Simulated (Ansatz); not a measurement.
AlB2-type ZrB2, treated with PBE-D3(BJ) in Ansatz (plane waves, PAW).

Settings: plane-wave cutoff 520 eV, 24×24×16 k mesh (along the axes of the cell as run), Fermi–Dirac smearing 0.05 eV, scalar-relativistic PAW data made under PBE.

Shape and atoms are relaxed at each volume.

Pressure at four volumes; x = ln(V/10.018 Å³). One pressure is withheld.

```tsv
V (Å³/atom)	x	P (GPa)
9.617	-0.0409	?
9.818	-0.0202	5.25
10.018	0.0000	0.00
10.419	0.0392	-9.07
```

Pass a parabola P(x) through the three rows shown, estimate the bulk modulus and its pressure derivative near zero pressure, and predict the withheld pressure.

Slopes between the rows: (0.00 − (5.25))/(0.0000 − (-0.0202)) = -259.90 and (-9.07 − (0.00))/(0.0392 − (0.0000)) = -231.38 GPa. Their difference over the span 0.0594 is c = 28.52/0.0594 = 480.1 GPa, so P(x) = 5.25 + (-259.90)(x − (-0.0202)) + 480.1 (x − (-0.0202))(x − (0.0000)). At the middle row B = −dP/dx = −[-259.90 + 480.1 × 0.0202] = 250.2 GPa, and B′ = dB/dP = 2c/B = 3.8. At x = -0.0409 the parabola gives 11.04 GPa; the run gives 11.06 GPa. The Birch–Murnaghan fit to the energies at all volumes has B0 = 250 GPa and B′ = 3.9.

Note: the bulk modulus comes from volumes at which shape and atoms were relaxed.

Ansatz is an electronic-structure program.
